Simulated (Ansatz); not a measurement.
Consider BeTe in the zinc blende structure (space group F-43m, No. 216; a = 5.6637 Å).

Now apply this change: cell and atoms relaxed at a pressure of 5 GPa.

Calculations: PBE/PAW in Ansatz (a program for electronic structure), no spin-orbit coupling.

Base, band edges from the VBM (valence, conduction): X -2.58, 2.03; W -3.12, 5.30; L -1.10, 3.04; Γ 0.00, 3.64; K -2.17, 2.74; U -2.17, 2.74 eV.

Task: Give the band edges at the high-symmetry points of the new zone, measured from its valence-band maximum.

Result: 
```csv
point,valence edge (eV),conduction edge (eV)
Γ,0.00,3.58
X,-2.87,1.84
U,-2.42,2.62
K,-2.42,2.62
L,-1.23,3.25
W,-3.49,5.34
```

The gap is 1.84 eV, indirect, Γ → X.

Spin-orbit coupling, missing from the scalar runs, can matter with Te. Load acts through the strain it causes; cell and atoms are relaxed under it. No phonon test of stability was made. Competing high-pressure phases were not computed.
